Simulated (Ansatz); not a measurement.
**Effect of isotropic strain +3.00 % on Sn**

Base system: Sn in the diamond structure (space group Fd-3m, No. 227; a = 6.5402 Å; relaxed with 0.1 eV smearing).

Modification: every lattice vector is stretched by 3.00 %; the atoms relax in the strained cell.

The values are results of PBEsol/PAW in Ansatz (a program for electronic structure), no spin-orbit coupling, not measurements. Settings: 15×15×15 k-points, 0.1 eV Fermi–Dirac smearing.

```json
[
 {"quantity": "shortest interatomic distance", "base": "2.832 Å", "changed": "2.917 Å", "shift": "+0.085 Å"},
 {"quantity": "energy relative to the base (free energy F)", "base": "0 meV/atom", "changed": "+33 meV/atom", "shift": "+33 meV/atom"},
 {"quantity": "pressure", "base": "0.0 GPa", "changed": "-3.0 GPa", "shift": "-3.0 GPa"},
 {"quantity": "band gap", "base": "zero", "changed": "zero", "shift": "–"}
]
```

Cost of the whole job for the changed cell (relaxation, final SCF and bands): roughly 16 core-seconds.

Stability against distortions was not tested.
